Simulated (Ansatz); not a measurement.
Defect migration in fcc Cu: Al-vacancy pair (Al on one host Cu site, one Cu site vacant), neutral cell. The step: a nearby Cu atom hops onto the vacant site (Al-vacancy distance between ideal sites 2.57 → 4.45 Å); the atom moves 2.50 Å along (0.49, -0.49, 0.00) of the unit cell; the moving atom starts with neighbours 4 Cu at 2.54, 3 Cu at 2.57, 3 Cu at 2.57, Cu at 2.59 Å and ends with Al at 2.59; 2 Cu at 2.53, Cu at 2.54, Cu at 2.55, Cu at 2.56, 3 Cu at 2.58, Cu at 2.59, Cu at 2.61 Å. A PBE band in Ansatz (plane-wave PAW, a 3×3×3 k-point mesh shifted by half a step, 32 host sites, 17 SCF runs with any check of the saddle's order, static, no finite-size correction) gives a forward barrier of 0.77 eV. The saddle point's order was not checked. Forms of the defect that were not tried may lie lower.

Single points at the band's start and saddle point can refine it. Rough cost of one point, in units of the band's mean SCF on the same machine:

| Level | Cost of one point |
|---|---|
| PBE, a 5×5×5 k-point mesh shifted by half a step | about 4 |
| r2SCAN at 500 eV, a 3×3×3 k-point mesh shifted by half a step | about 3 |

Task: Which of these move the barrier by more than 0.1 eV, and how far does each move it?

Result: Not one does. PBE, a 5×5×5 k-point mesh shifted by half a step: -0.01 eV; r2SCAN at 500 eV, a 3×3×3 k-point mesh shifted by half a step: 0.00 eV. Each functional is compared with PBE at the same k-points.

Ansatz is a first-principles code.
